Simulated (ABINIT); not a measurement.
## Equation of state of hcp Sc (space group 194): energy against volume (ABINIT, PBEsol)

```
CELL_PARAMETERS angstrom
      3.21389     0.00000     0.00000
     -1.60695     2.78331     0.00000
      0.00000     0.00000     5.11699
ATOMIC_POSITIONS crystal
  Sc 0.66667 0.33333 0.75000
  Sc 0.33333 0.66667 0.25000
```

Computed with PBEsol, norm-conserving pseudopotentials (PseudoDojo nc-sr-04 PBEsol standard) (plane waves; ABINIT). Settings: pseudos = [Sc.upf]; ecut = 51 Ha; occopt = 3; tsmear = 0.00183747 Ha; ngkpt = 17 17 9; nshiftk = 1; shiftk = 0 0 0; potentials = PseudoDojo nc-sr-04 PBEsol standard; nband = 16; kptopt = 1; nstep = 50; toldfe = 1e-09 Ha. The cell above is the first row's. The rows scale it uniformly. In all rows fractional positions and the k mesh are held. E is the free energy at the stated smearing, counted from the lowest row.

```csv
V (Å^3/atom),E (meV/atom)
22.8864,?
23.3840,0.45
23.8815,0.00
24.3790,3.16
24.8766,9.61
25.3741,19.07
25.8716,31.27
26.3691,45.98
26.8667,62.97
```

Task: Using the third-order Birch-Murnaghan form, a cubic in V^(-2/3), estimate the missing E at V = 22.8864 from the other rows, showing the fit.

Result: With u = V^(-2/3) - 0.117, the rows have u = 0.005289, 0.003585, 0.001939, 0.000347, -0.001192, -0.002681, -0.004124, -0.005522. Least squares gives E = 11.468 - 5578.2·u + 669653·u² - 1667732·u³. Residuals (row less fit): -0.001, 0.000, 0.003, -0.003, -0.002, 0.001, 0.001, -0.001; standard error 0.002 (degrees of freedom: 4). Its minimum lies at u = 0.004232, so V0 = (0.121232)^(-3/2) = 23.69. There d²E/du² = 1297000 and d³E/du³ = -1.001e7, so B0 = (4/9) × 23.69^(-7/3) × 1297000 × 0.160218 = 57.3 GPa (the last factor turns the table's units into GPa), and B0' = 4 + (2/3) × 0.121232 × (-1.001e7)/1297000 = 3.4. The program's pressures in the fitted runs (not shown) pass through zero at V = 23.69, 0.01 % from this V0. At the withheld row, u = 0.007055, so E = 11.468 - 5578.2 × 0.007055 + 669653 × 0.007055² - 1667732 × 0.007055³ = 4.859 meV/atom. The calculation gives 4.84 meV/atom, 0.019 meV/atom below the prediction (under 0.05 % of the range of E in the table). The row lies outside the fitted rows, so this is an extrapolation. From the scatter of the fitted rows alone, a prediction at this place has a standard error of 0.007 meV/atom, so the miss is 2.7 times that.

Carrying the step between the two nearest rows on in a straight line would have given 0.90, off by 3.94; series whose last step already gives the withheld value aren't shown. The scan was laid around a cell of about the measured size, scaled by a guess for this functional; axis ratios and inner coordinates come from that cell. The runs keep the symmetry of the cell, so they don't test it for distortions. The shape of the cell and the inner coordinates aren't relaxed, so V0 and B0 belong to this uniform scaling; a relaxed crystal lies no higher in energy and is usually softer. Cutoffs and mesh are single choices, not tested for convergence of this quantity. Series with a scatter that would blur these digits, or in which a gap closes, are not shown. Nor are scans whose minimum lies at an end fitted in this form.
